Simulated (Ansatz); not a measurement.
The starting structures come from a database of crystals and need not be the phases stable at ambient conditions.

Consider the following.

```
InP
1.0
    4.16811     0.00000     0.00000
   -2.08406     3.60969     0.00000
    0.00000     0.00000     6.83999
In P
2 2
Cartesian
  2.08405   1.20323   3.42136
  0.00000   2.40646   0.00137
  2.08405   1.20323   5.98362
  0.00000   2.40646   2.56363
```

Space group of this cell: P6_3mc, wurtzite. The cell is taken as given.

Level of theory: r2SCAN (plane waves, PAW; Ansatz, a program for electronic structure).

The current runs along the normal of the first two printed vectors; no spin-orbit coupling. Scaled by the factor s: all lengths (ions clamped). Meshes 12×12×6 and 12×12 across the current in all rows.

```csv
s,mean pressure (GPa),band gap (eV)
0.98,4.8,1.47
1.00,0.1,1.11
1.02,-3.5,?
```

**Question.** Take the slope of the band gap against ln s from the two given rows, extrapolate to s = 1.02, and say what the run there gives.

**Answer.** Slope = (1.47 − 1.11) / ln 0.98 = -17.8 eV. The line gives 1.11 + (-17.8) × ln 1.02 = 0.76 eV. The run gives 0.75 eV, 0.01 eV under the line, 2 % of the predicted step.
